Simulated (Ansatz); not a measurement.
Coverage and cell size: N on the 1x1 (111) surface of fcc Cu, one adsorbate a cell, in each cell the lowest of the starts that converged. Energies against ½ N2(g), without dispersion, zero-point or thermal terms; small cells hold the layer to their symmetry. A negative adsorption energy means that the adsorbate is more stable on the surface than in its reference.

The numbers are results of PBE (plane waves to 420 eV, PAW; Ansatz, a program for electronic structure), not measurements.

| area an adsorbate, end state | atoms | E_ads (eV) | height (Å) | Δ work function (eV) | rough cost |
|---|---|---|---|---|---|
| 6 Å², bonded to 3 Cu | 5 | 3.08 | 1.20 | 2.75 | very roughly 4 core-minutes |
| 11 Å², bonded to 3 Cu | 9 | (withheld) | 1.03 | 1.83 | very roughly 21 core-minutes |
| 23 Å², bonded to 3 Cu | 17 | 1.47 | 1.03 | (withheld) | roughly 23 core-minutes |

Problem. What belongs in the gaps?

Solution. 
- 11 Å², bonded to 3 Cu, E_ads (eV): 2.08
- 23 Å², bonded to 3 Cu, Δ work function (eV): 1.03
